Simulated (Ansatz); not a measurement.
**Pressure series in BP**

The reference is BP in the zinc blende structure (space group F-43m, No. 216; a = 4.537 Å).

Cell and atoms are relaxed at each pressure.

All numbers come from Ansatz (an electronic-structure program), r2SCAN, PAW, cutoff 500 eV, scalar-relativistic without spin-orbit coupling.

Notes on the quantities. enthalpy: H = E + PV relative to the base's energy.

```csv
case,smallest direct gap,enthalpy,lattice parameter a
base,3.60 eV,–,4.537 Å
pressure −2 GPa,[?],-0.15 eV/atom,4.555 Å
pressure −1 GPa,3.59 eV,-0.07 eV/atom,4.546 Å
pressure 3 GPa,3.63 eV,+0.22 eV/atom,[?]
pressure 7 GPa,3.66 eV,+0.50 eV/atom,4.479 Å
pressure 15 GPa,3.73 eV,+1.05 eV/atom,4.422 Å
pressure 30 GPa,3.86 eV,+2.03 eV/atom,4.334 Å
pressure 50 GPa,4.03 eV,+3.26 eV/atom,4.240 Å
pressure 75 GPa,4.24 eV,+4.69 eV/atom,4.146 Å
pressure 100 GPa,4.45 eV,+6.05 eV/atom,[?]
```

Task: What belongs in the blanks?

Result: 
- pressure −2 GPa, smallest direct gap: 3.58 eV
- pressure 3 GPa, lattice parameter a: 4.511 Å
- pressure 100 GPa, lattice parameter a: 4.070 Å

Load acts through the strain it causes; cell and atoms are relaxed under it. Stability against distortions was not tested. No other phases were tried under pressure.
